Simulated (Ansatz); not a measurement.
Amorphous Al₃₀O₃₃N₈, 71 atoms at 3.07 g/cm³, one PBE-relaxed geometry, zone centre. Methods: PBE, scalar-relativistic without spin-orbit coupling (Ansatz, a first-principles code); r2SCAN, scalar-relativistic without spin-orbit coupling (Ansatz). Plane waves to 420 eV (r2SCAN 500 eV). At PBE the levels at the filled edge of the gap are localised (band-tail or defect states), and the nearest spread-out levels lie 3.4 eV apart at the zone centre. All rungs ran without spin polarisation.

Preparation: random packing, a CHGNet melt and quench, and a DFT relaxation. O and N atoms were pushed apart under 1.9 Å during the dynamics, to hinder bonds among them. The hot cell started wider than the set density and was brought back towards it in steps. It is the lowest in DFT energy of 2 quenches. It is a model cell: composition and starting density were chosen by hand, and all elements were melted together. No dispersion term was used. A short ab initio anneal came between quench and relaxation. Its density started from a set value of 3.19 and ended at 3.07 g/cm³. The quench (nominally 88 K/ps over its main leg) was far faster than any real one, so the model tends to hold more defects than a real film. A cell of this size samples the disorder only roughly. The volume was free in the relaxation, at fixed shape. Stress components on the final sampling reach 1.7 GPa.

The relaxation ran on the zone centre alone. At PBE the level gap is 2.71 eV on a 2×2×2 Γ-centred mesh, and the spacing at the zone centre alone 2.70 eV.

### Question
What zone-centre spacing does r2SCAN give, roughly?

### Answer
3.24 eV (+0.53 eV against PBE).

The highest filled and the lowest empty state spread over these numbers of atoms (participation numbers): PBE: 2.6 and 64.2; r2SCAN: 2.5 and 63.8.
